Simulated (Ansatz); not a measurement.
The reference is PbS in the rock salt structure (space group Fm-3m, No. 225; a = 5.845 Å).

Calculations: LDA (Ansatz, an electronic-structure program; PAW; 420 eV plane waves; no spin-orbit coupling).

For the base:

| Item | Result |
|---|---|
| Lattice parameter a | 5.845 Å |

One thing is altered: cell and atoms relaxed at a pressure of 9 GPa.

### Question
What does the calculation give for the lattice parameter a after the change?

### Answer
The lattice parameter a shrinks by 0.211 Å, from 5.845 Å to 5.634 Å.

Load acts through the strain it causes; cell and atoms are relaxed under it. No phonon test of stability was made. Competing high-pressure phases were not computed. All final runs are without spin polarisation.
